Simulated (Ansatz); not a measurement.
**A computed series for CdTe: carrier doping**

Base system: CdTe in the wurtzite structure (space group P6_3mc, No. 186; a = 4.583 Å, c = 7.516 Å; a cell from a computed database, its experimental status unchecked).

Carriers are added at fixed cell with a uniform background; the Fermi–Dirac width is that of 300 K.

All numbers come from PBEsol/PAW in Ansatz (an electronic-structure program), no spin-orbit coupling.

Notes on the quantities. Fermi level from band edge: Fermi level relative to the doped band's edge (positive inside the band; to 0.05 eV).

```tsv
variant	Fermi level from band edge	gap between the host's bands
undoped	–	0.69 eV
electrons 1.0×10^21 cm⁻³	+1.30 eV	0.68 eV
electrons 1.5×10^21 cm⁻³	+1.40 eV	0.67 eV
electrons 2.0×10^21 cm⁻³	+1.45 eV	0.66 eV
electrons 7.0×10^21 cm⁻³	+1.75 eV	0.59 eV
holes 1.0×10^21 cm⁻³	+0.25 eV	0.72 eV
holes 1.5×10^21 cm⁻³	+0.30 eV	0.74 eV
holes 2.0×10^21 cm⁻³	___	___
holes 7.0×10^21 cm⁻³	+0.65 eV	0.90 eV
```

**Question.** Fill in the withheld entries from the trend.

**Answer.** 
- holes 2.0×10^21 cm⁻³, Fermi level from band edge: +0.35 eV
- holes 2.0×10^21 cm⁻³, gap between the host's bands: 0.75 eV

Charged cell with a jellium background: band edges are those of the host's band count, energies are not comparable with the neutral cell, and many-body gap narrowing is missing. With Te present, leaving out spin-orbit coupling can change the band edges. Whether these cells are dynamically stable was not tested. This is not the structure that CdTe has at room temperature and ambient pressure.
